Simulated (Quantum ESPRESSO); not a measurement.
Worked example: relaxation of the atoms of CaC₂ (I4mm, 3 atoms in the cell) in Quantum ESPRESSO.

Method: LDA (PZ), GBRV 1.5 ultrasoft (LDA) pseudopotentials (plane waves; Quantum ESPRESSO 7.5).

Input as run:

```fortran
&control
  calculation = 'relax'
  outdir = './work'
  pseudo_dir = './'
  verbosity = 'high'
  forc_conv_thr = 1.9e-03
/
&system
  ibrav = 7
  A = 3.887942000
  C = 6.436242000
  nat = 3
  ntyp = 2
  ecutwfc = 40
  ecutrho = 200
  occupations = 'smearing'
  smearing = 'fermi-dirac'
  degauss = 0.0036749
/
&electrons
  conv_thr = 1.0d-9
  mixing_beta = 0.3
/
&ions
/
ATOMIC_SPECIES
Ca    40.0780  ca_lda_v1.uspp.F.UPF
C     12.0110  c_lda_v1.2.uspp.F.UPF
ATOMIC_POSITIONS angstrom
Ca    0.000000000    0.000000000    0.150003056
C     0.000000000    0.000000000    3.848164729
C     0.000000000    0.000000000    2.588077271
K_POINTS automatic
8 8 8  0 0 0
```

Log, with long lists cut:

```
     Self-consistent Calculation

     iteration #  1     ecut=    40.00 Ry     beta= 0.30

---- Real-time Memory Report at c_bands before calling an iterative solver
            89 MiB given to the printing process from OS
            36 MiB allocation reported by mallinfo(arena+hblkhd)
------------------

     total energy              =     -97.92428351 Ry
     estimated scf accuracy    <       0.51752621 Ry

     iteration #  2     ecut=    40.00 Ry     beta= 0.30

---- Real-time Memory Report at c_bands before calling an iterative solver
           118 MiB given to the printing process from OS
   [... lines left out ...]

---- Real-time Memory Report at c_bands before calling an iterative solver
           122 MiB given to the printing process from OS
            53 MiB allocation reported by mallinfo(arena+hblkhd)
------------------

     total energy              =     -97.93583533 Ry
     estimated scf accuracy    <          3.6E-09 Ry

     iteration # 11     ecut=    40.00 Ry     beta= 0.30

---- Real-time Memory Report at c_bands before calling an iterative solver
           122 MiB given to the printing process from OS
            53 MiB allocation reported by mallinfo(arena+hblkhd)
------------------
     End of self-consistent calculation

     the Fermi energy is     5.1921 ev

!    total energy              =     -97.93583533 Ry
     estimated scf accuracy    <          8.0E-10 Ry
     smearing contrib. (-TS)   =      -0.00000000 Ry
     internal energy E=F+TS    =     -97.93583533 Ry

     convergence has been achieved in  11 iterations

     Forces acting on atoms (cartesian axes, Ry/au):

     atom    1 type  1   force =    -0.00000000    0.00000000   -0.02563026
     atom    2 type  2   force =     0.00000000    0.00000000    0.00084438
     atom    3 type  2   force =     0.00000000    0.00000000    0.02478588

     Total force =     0.035665     Total SCF correction =     0.000036

     BFGS Geometry Optimization
     Energy error            =      1.3E-03 Ry
     Gradient error          =      2.6E-02 Ry/Bohr

   [... lines left out ...]
     the Fermi energy is     5.1924 ev
!    total energy              =     -97.93933865 Ry
     Total force =     0.000574     Total SCF correction =     0.000015
     bfgs converged in   5 scf cycles and   4 bfgs steps
   [... lines left out ...]

     End of BFGS Geometry Optimization

     Final energy             =     -97.9393386486 Ry

     File ./work/pwscf.bfgs deleted, as requested
Begin final coordinates

ATOMIC_POSITIONS (angstrom)
Ca              -0.0000000000        0.0000000000        0.0502556459
C                0.0000000000        0.0000000000        3.8969510930
C                0.0000000000        0.0000000000        2.6390383171
End final coordinates

   JOB DONE.
```

The run converged. 

Summary of the result:
| Quantity | Result |
|---|---|
| Free energy E − TS | -1332.5326 eV |
| Top of the valence band (on the code's own zero) | 4.55 eV |
| Gap on the k-point mesh | 1.23 eV |
| Largest force (vector length) | 0.011 eV/Å |
| Relaxation steps | 4 |

The starting cell comes from a database of computed structures (which also holds hypothetical and non-ambient phases and stackings), without a prior relaxation at this level. Its lattice was rescaled by up to half a per cent. For this run, on top of that: one atom moved by 0.15 angstrom. The relaxation keeps the symmetry of its start, so its end need not be a minimum.

Cost on one core of a shared machine: roughly 2 min.
